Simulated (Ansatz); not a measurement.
The reference is TiSi$_{2}$ (space group Cmcm, No. 63; a = 3.5271 Å, b = 13.5234 Å, c = 3.5656 Å). Axes: x, y, z lie along a, b, c of the conventional cell.

The values are results of r2SCAN in Ansatz (plane waves to 500 eV, PAW, no spin-orbit coupling), earlier PAW set, not measurements.

Before the change:

- Shortest interatomic distance: 2.380 Å
- Pressure: 0.0 GPa
- Band gap: zero

It is then changed as follows: a pure shear with ε_yz = ε_zy = -0.0116; the atoms relax in the strained cell.

### Question
What happens to the energy relative to the base?

### Answer
The energy goes up by 3.1 meV/atom.

### Question
What happens to the shortest interatomic distance?

### Answer
The shortest interatomic distance shrinks by 0.018 Å (2.380 Å → 2.362 Å).

### Question
What happens to the pressure?

### Answer
The pressure (mean of the normal stresses, compression positive) hardly moves (0.0 GPa against 0.1 GPa).

### Question
What does the calculation give for the band gap after the change?

### Answer
The band gap stays zero.

Without a gap, meshes like the base's 14×14×13 leave anisotropic stresses uncertain by several tenths of a GPa, and small strain energies with them. Stability against distortions was not tested. All final runs are without spin polarisation.

Ansatz is a program for electronic structure.
